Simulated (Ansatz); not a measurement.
# Mo2C, response to strain

Take Mo$_{2}$C (space group Pbcn, No. 60; a = 4.7050 Å, b = 6.0100 Å, c = 5.1764 Å) as the base. Axes: x, y, z lie along a, b, c of the conventional cell.

Strains are applied to the cell and any free atomic positions relax; under biaxial strain the out-of-plane vector relaxes too.

Method: plane-wave PAW DFT at the PBEsol level (Ansatz, a program for electronic structure, 420 eV), spin-orbit coupling left out.

Notes on the quantities. pressure: mean of the normal stresses, compression positive.

```json
[
 {"case": "base", "pressure": "0.0 GPa", "shortest interatomic distance": "2.084 Å"},
 {"case": "biaxial strain +1.26 %, plane normal [001], relaxed out of plane", "pressure": "…", "shortest interatomic distance": "2.081 Å"},
 {"case": "isotropic strain −2.00 %", "pressure": "…", "shortest interatomic distance": "2.049 Å"},
 {"case": "isotropic strain +4.72 %", "pressure": "-30.7 GPa", "shortest interatomic distance": "2.134 Å"}
]
```

Question: What belongs in the blanks?

Answer: 
- biaxial strain +1.26 %, plane normal [001], relaxed out of plane, pressure: -4.5 GPa
- isotropic strain −2.00 %, pressure: 21.8 GPa

Without a gap, meshes like the base's 8×6×7 leave anisotropic stresses uncertain by several tenths of a GPa, and small strain energies with them. No phonon test of stability was made. All final runs are without spin polarisation.
